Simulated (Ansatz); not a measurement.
Li on the (0001) surface of wurtzite GaN (2x2 with 3 H on 4 top atoms; a constructed slab, bottom: 3 H on 4 bottom sites), one in a cell of 36 Å², energies for each. Energies are against an atom of bcc Li, without zero-point or thermal terms; each row is named by its start (#2, #3: further inequivalent places of a kind).

Host crystal: wurtzite GaN, with a band gap (PBE, scalar-relativistic without spin-orbit coupling).

The numbers are results of PBE (plane waves to 420 eV, PAW; Ansatz, a program for electronic structure), not measurements.

Slab: 47 atoms, 13.8 Å thick at the start with caps and adatoms under the adsorbate (thin: gaps and levels are the slab's own); k 4x4x1, smearing 0.01 eV, dipole-corrected; 23 atoms held, the rest relaxed; each run with such symmetry as its start has; spin-polarised, no spin-orbit, no U, no dispersion correction.

A negative adsorption energy means that the adsorbate is more stable on the surface than in its reference. Starts that drift may end in the same place. Heights count from the host atoms within 0.3 Å of the top one.

```json
[
 {"starting site": "top H", "E_ads (eV)": "-0.36", "height (Å)": "0.52", "nearest host atom (Å)": "H 1.83", "bonded to": "3 Ga + 3 H", "change of the vacuum step (eV)": "-2.47", "lateral drift (Å)": "1.8", "moment (μB)": "1.0"},
 {"starting site": "top H #2", "E_ads (eV)": "-0.36", "height (Å)": "0.51", "nearest host atom (Å)": "H 1.83", "bonded to": "3 Ga + 3 H", "change of the vacuum step (eV)": "-2.46", "lateral drift (Å)": "1.8", "moment (μB)": "1.0"},
 {"starting site": "hollow H-H-H", "E_ads (eV)": "-0.36", "height (Å)": "0.52", "nearest host atom (Å)": "H 1.83", "bonded to": "3 Ga + 3 H", "change of the vacuum step (eV)": "-2.47", "lateral drift (Å)": "0.0", "moment (μB)": "1.0"},
 {"starting site": "hollow beside H", "E_ads (eV)": "-0.38", "height (Å)": "0.30", "nearest host atom (Å)": "H 1.82", "bonded to": "3 Ga + 2 H", "change of the vacuum step (eV)": "-1.98", "lateral drift (Å)": "0.9", "moment (μB)": "1.0"},
 {"starting site": "bridge H-H (span 3.2 Å)", "E_ads (eV)": "-0.38", "height (Å)": "0.30", "nearest host atom (Å)": "H 1.82", "bonded to": "3 Ga + 2 H", "change of the vacuum step (eV)": "-1.98", "lateral drift (Å)": "1.0", "moment (μB)": "1.0"}
]
```
